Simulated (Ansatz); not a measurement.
**Pressure series in YRu3Si2**

Start from YRu$_{3}$Si$_{2}$ (space group P6/mmm, No. 191; a = 5.492 Å, c = 3.610 Å; a cell from a computed database, its experimental status unchecked).

Cell and atoms are relaxed at each pressure.

All numbers come from plane-wave PAW DFT at the PBEsol level (Ansatz, a program for electronic structure, 420 eV), no SOC.

Notes on the quantities. enthalpy: H = E + PV relative to the base's energy.

```
case              lattice parameter a       enthalpy
----------------  -------------------  -------------
base                          5.492 Å              –
pressure −2 GPa               5.514 Å  -0.20 eV/atom
pressure −1 GPa               5.503 Å  -0.10 eV/atom
pressure 0.3 GPa              5.489 Å  +0.03 eV/atom
pressure 0.7 GPa              5.485 Å  +0.07 eV/atom
pressure 1.5 GPa              5.477 Å  +0.15 eV/atom
pressure 3 GPa                5.462 Å  +0.29 eV/atom
pressure 5 GPa                5.443 Å  +0.48 eV/atom
pressure 7.5 GPa              5.420 Å  +0.72 eV/atom
pressure 10 GPa               5.398 Å  +0.96 eV/atom
```

Load acts through the strain it causes; cell and atoms are relaxed under it. Whether these cells are dynamically stable was not tested. Competing high-pressure phases were not computed. All final runs are without spin polarisation. An odd electron count without spin: YRu3Si2.
